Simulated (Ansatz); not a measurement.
Consider YN in the rock salt structure (space group Fm-3m, No. 225; a = 4.8957 Å).

Now apply this change: the cell is scaled by 0.9628 in all directions, atoms relaxed at fixed cell.

Levels (all Ansatz, an electronic-structure program, PAW): r2SCAN (500 eV, no spin-orbit coupling); HSE06 (420 eV, no spin-orbit coupling).

The geometry is relaxed with r2SCAN.

```
Property          Result
---------------  -------
r2SCAN band gap  0.36 eV
```

With HSE06 at the same geometry, the band gap increases by 0.50 eV, from 0.36 eV to 0.86 eV.

Single points use the geometry relaxed with r2SCAN. The hybrid gap comes from the SCF mesh plus the semilocal run's edge points and a few special points and is an upper bound. The cells carry an imposed strain or load. No phonon test of stability was made.
